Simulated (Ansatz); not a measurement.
**CO on the 1x1 (0001) surface of hcp Ru, one in a 2x2 cell, started at the site 'bridge Ru-Ru (span 2.7 Å)'**

Level of theory: r2SCAN, at the PBE geometry (plane waves to 500 eV, PAW; Ansatz, an electronic-structure program).

Set-up: 18 atoms, 6.3 Å thick at the start under the adsorbate (thin: gaps and levels are the slab's own); mesh 6x6x1; 0.1 eV smearing; dipole correction on; single point; on the structure that PBE left under its start's symmetry; no spin, no spin-orbit, no U, no dispersion correction. At the end it is bonded to 3 Ru. In PBE it is, or lies within 0.03 eV of, the lowest of the starts that converged; the order may differ at this level.

```
Property                                                                                                                        Value
--------------------------------------------------------------------------------------  ---------------------------------------------
adsorption energy against CO(g) at the same level                                                                            -1.97 eV
work function of the top face                                                                                                 6.26 eV
change of the work function                                                                                                   1.26 eV
change of the step from the bottom to the top vacuum level, against the clean slab                                            1.26 eV
height of the binding atom over the mean of the host atoms within 0.3 Å of the top one                                        1.402 Å
nearest host atoms of the binding atom                                                       Ru at 2.12 Å, Ru at 2.12 Å, Ru at 2.12 Å
note                                                                                    the adsorbate left its starting site by 0.8 Å
cost                                                                                                      very roughly 3 core-minutes
```

A negative adsorption energy means that the adsorbate is more stable on the surface than in its reference.
